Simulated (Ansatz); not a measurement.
## MoSi2 with two functionals, Si → Os

Start from MoSi2 (space group I4/mmm, No. 139; a = 3.217 Å, c = 7.873 Å).

(Cell as relaxed with PBE.)

Levels (all Ansatz, a program for electronic structure, PAW): PBE (420 eV, spin-orbit coupling left out); r2SCAN (500 eV, without spin-orbit coupling).

Each level relaxes its own structure.

```
base                      PBE    r2SCAN
-------------------  --------  --------
volume per atom      13.58 Å³  13.36 Å³
lattice parameter a   3.217 Å   3.202 Å
band gap                 zero      zero
```

One thing is altered: full substitution Si → Os; the structure is relaxed again.

```
quantity                           PBE  r2SCAN
-----------------------------  -------  ------
shortest interatomic distance  2.688 Å       ?
c/a ratio                        2.634       ?
```

Predict the r2SCAN column.


- shortest interatomic distance, r2SCAN: 2.668 Å
- c/a ratio, r2SCAN: 2.667

PBE's shortest interatomic distance lies 0.020 Å above r2SCAN's (0.8 %); PBE's c/a ratio lies 0.0321 below r2SCAN's. Neither level is exact; r2SCAN is the comparison here, not a measurement.

Stability against distortions was not tested. As relaxed here, MoOs2 is a hypothetical phase, not in the database extracts checked. The final runs are not spin-polarised.
